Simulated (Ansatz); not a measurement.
The parent structure is BaTe in the rock salt structure (space group Fm-3m, No. 225).

```
CELL_PARAMETERS angstrom
      0.00000     3.47069     3.47069
      3.47069     0.00000     3.47069
      3.47069     3.47069     0.00000
ATOMIC_POSITIONS crystal
  Ba 0.00000 0.00000 0.00000
  Te 0.50000 0.50000 0.50000
```

Cartesian axes are those of the cell as printed.

All numbers come from PBEsol in Ansatz (plane waves to 420 eV, PAW, spin-orbit coupling left out).

For the base:

| Quantity | Value |
|---|---|
| Valence-band top at Γ | 0.00, 0.00, 0.00 eV |

Perturbation: the cell is stretched by 0.50 % along z with no lateral relaxation, atoms relaxed at fixed cell.

Problem. What happens to the valence-band top at Γ?

Solution. The valence-band top at Γ (three highest levels, from the VBM) becomes 0.00, 0.00, -0.01 eV (base: 0.00, 0.00, 0.00 eV).

Problem. What does the calculation give for the stress after the change?

Solution. The stress (xx, yy, zz, yz, xz, xy; compression positive) is (-0.04, -0.04, -0.38, 0.00, 0.00, 0.00) GPa.

With Te present, leaving out spin-orbit coupling can change the band edges. The levels and masses belong to the bands next to the band gap. The cells carry an imposed strain or load. Stability against distortions was not tested.

Ansatz is a quantum-chemistry and plane-wave program.
